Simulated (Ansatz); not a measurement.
A stack in vacuum: 2 layers of BAs-ML, twisted by 21.8° (BAs-ML a predicted or substrate-bound sheet, here free).

Methods: PBE+D3(BJ) (plane waves to 420 eV, PAW; Ansatz, a quantum-chemistry and plane-wave program); PBE+D3(BJ) with spin-orbit coupling (plane waves to 420 eV, PAW; Ansatz). Geometries and values that name no level are of the first. Values not marked SOC have no spin–orbit coupling; PBE gaps are too small against experiment. Its k-point mesh 6×6×1, Fermi–Dirac width 0.01 eV. A dipole correction is on.

Task: Predict its spacing, binding and gap.

Result: The gap between facing atomic planes is 3.76 Å and the step of the vacuum level across the stack (top less bottom) is 0.00 eV. The interaction energy of the frozen layers comes out as -16.6 meV/Å². The interaction energy without the D3 term at this geometry is +3.2 meV/Å². The PBE gap over the mesh and listed points off it is 0.72 eV. The valence and conduction edges under the vacuum level of the lower face is 5.01 and 4.29 eV and the PBE+SOC gap at the same geometry is 0.72 eV.
